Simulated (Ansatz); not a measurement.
Take SnTe in the rock salt structure (space group Fm-3m, No. 225; a = 6.409 Å) as the base.

Structures relaxed with DFT with PBE, PAW potentials and a 420 eV plane-wave cutoff in Ansatz (an electronic-structure program), no spin-orbit coupling.

Base:

Simulated powder pattern, Cu Kα1, λ = 1.54056 Å (kinematic, ideal powder, no thermal factors, no anomalous dispersion; the 8 strongest lines at most, above 2 %, up to 2θ = 90°):

```
2θ (°)  I/Imax (%)    hkl
------  ----------  -----
27.82          100  (200)
39.75           76  (220)
49.21           27  (222)
57.47           13  (400)
65.02           35  (420)
72.14           26  (422)
85.67          8.2  (440)
```

It is then changed as follows: hydrostatic tension (pressure −1 GPa).

**Question.** Predict the new powder pattern.

**Answer.** 
Simulated powder pattern, Cu Kα1, λ = 1.54056 Å (kinematic, ideal powder, no thermal factors, no anomalous dispersion; the 8 strongest lines at most, above 2 %, up to 2θ = 90°):

```
2θ (°)  d (Å)  I/Imax (%)    hkl
------  -----  ----------  -----
27.57   3.233         100  (200)
39.38   2.286          76  (220)
48.75   1.867          27  (222)
56.92   1.617          13  (400)
64.38   1.446          35  (420)
71.41   1.320          26  (422)
84.74   1.143         8.2  (440)
```

The indices refer to the base's conventional cell; one index is shown for lines that coincide.

Load acts through the strain it causes; cell and atoms are relaxed under it. No phonon test of stability was made.
